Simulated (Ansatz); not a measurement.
Consider CdSe in the zinc blende structure (space group F-43m, No. 216; a = 6.133 Å).

Modification: full substitution Cd → Zn, then cell and atoms are relaxed.

Levels (all Ansatz, a program for electronic structure, PAW, earlier PAW set): r2SCAN (500 eV, without spin-orbit coupling); HSE06 (420 eV, no SOC); HSE06+SOC (420 eV, noncollinear with spin-orbit coupling).

At the geometry relaxed with r2SCAN, these levels gave the following band gaps, in shuffled order: (a) 2.27 eV, (b) 1.86 eV, (c) 2.42 eV.

Problem. Match each gap to its level.

Solution. (a) HSE06+SOC; (b) r2SCAN; (c) HSE06.

Single points use the geometry relaxed with r2SCAN. The spin-orbit shifts are approximate. No phonon test of stability was made.
